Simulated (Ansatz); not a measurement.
The reference is Ru in the hcp (Mg type) structure (space group P6_3/mmc, No. 194; a = 2.722 Å, c = 4.294 Å; relaxed with 0.1 eV smearing). Axes: x lies along a and z along c of the hexagonal cell.

Structures relaxed with PBE/PAW in Ansatz (a program for electronic structure), without spin-orbit coupling.

Base:

Simulated powder pattern, Cu Kα1, λ = 1.54056 Å (kinematic, ideal powder, no thermal factors, no anomalous dispersion; the 10 strongest lines at most, above 2 %, up to 2θ = 90°):

| 2θ (°) | I/Imax (%) | hkl |
|---|---|---|
| 38.15 | 25 | (100) |
| 42.05 | 25 | (002) |
| 43.77 | 100 | (101) |
| 58.06 | 14 | (102) |
| 68.94 | 16 | (110) |
| 78.04 | 17 | (103) |
| 81.62 | 2.6 | (200) |
| 84.15 | 19 | (112) |
| 85.33 | 14 | (201) |

After one change:

Simulated powder pattern, Cu Kα1, λ = 1.54056 Å (kinematic, ideal powder, no thermal factors, no anomalous dispersion; the 10 strongest lines at most, above 2 %, up to 2θ = 90°):

```csv
2θ (°),I/Imax (%)
38.15,25
42.72,24
43.94,100
58.59,14
68.94,17
79.08,17
81.62,2.6
84.61,19
85.44,14
```

**Question.** Which change produced these results?
A. uniaxial strain ε_zz = −2.00 %
B. uniaxial strain ε_zz = −1.50 %
C. uniaxial strain ε_zz = +3.00 %
D. uniaxial strain ε_zz = −3.00 %

**Answer.** B, uniaxial strain ε_zz = −1.50 %. Its volume per atom is 13.57 Å³ against 13.78 Å³, and its space group is P6_3/mmc (No. 194).

Stability against distortions was not tested. The final runs are not spin-polarised.
